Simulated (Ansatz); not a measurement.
System: rock-salt NaH. Method: BLYP (PAW; Ansatz, an electronic-structure program).

Numerical settings: plane-wave cutoff 520 eV, 12×12×12 k mesh, Fermi–Dirac smearing 0.01 eV, scalar-relativistic PAW data made under PBE.

Energies at three volumes about the minimum:

```
V (Å³/atom)  E − E_lowest (meV/atom)
-----------  -----------------------
13.945                          0.42
14.229                          0.00
14.514                          0.38
```

Task: Fit a parabola by hand: where is the minimum, what lattice constant follows, and what is the bulk modulus?

Result: Slopes: (0.00 − 0.42)/(14.229 − 13.945) = -1.479 and (0.38 − 0.00)/(14.514 − 14.229) = 1.333 meV/Å³. Curvature E″ = 2 × (1.333 − (-1.479))/(14.514 − 13.945) = 9.884 meV/Å⁶. From the middle of the first interval, the slope vanishes at V0 = 14.0870 − (-1.479)/9.884 = 14.237 Å³/atom. B = V0 E″ = 14.237 × 9.884 meV/Å³ × 0.1602 GPa per meV/Å³ = 22.5 GPa. With 8 atoms in the cube, a = (8 × 14.237)^(1/3) = 4.847 Å. The full Birch–Murnaghan fit to all volumes gives V0 = 14.231 Å³/atom and B0 = 22.4 GPa.

Measured, for comparison: bulk modulus 19.4 ± 2 GPa (room temperature, not corrected to a static lattice; as tabulated in High-pressure studies of NaH to 54 GPa); lattice constant a 4.872 Å (room temperature, not corrected to a static lattice, our sources range from 4.872 to 4.880; as tabulated in Thermodynamic Modeling of Hydrogen Storage Capacity in Mg-Na Alloys). Computed (rounded) less measured: bulk modulus +15 % (against room or unstated temperature, where such soft solids are markedly softer).
